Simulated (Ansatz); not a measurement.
Start from MgO (space group P4_2/mnm, No. 136; a = 5.510 Å, c = 3.276 Å; a hypothetical phase, not in the database extracts checked).

The change: an isotropic linear strain of −1.76 %, atoms relaxed at fixed cell.

Levels (all Ansatz, a program for electronic structure, PAW): PBEsol (420 eV, no spin-orbit coupling); HSE06 (420 eV, no spin-orbit coupling).

The geometry is relaxed with PBEsol.

| Item | Result |
|---|---|
| PBEsol lowest conduction level above the VBM at special points | Γ 3.61 eV; X 5.83 eV; M 6.82 eV |

With HSE06 at the same geometry, the lowest conduction level above the VBM at special points goes from Γ 3.61 eV; X 5.83 eV; M 6.82 eV to Γ 5.36 eV; X 7.64 eV; M 8.66 eV.

Single points use the geometry relaxed with PBEsol. HSE06 was sampled on its mesh, a few special points and the semilocal edge points, so its gap is an upper bound. The levels and masses belong to the bands next to the band gap. No phonon test of stability was made.
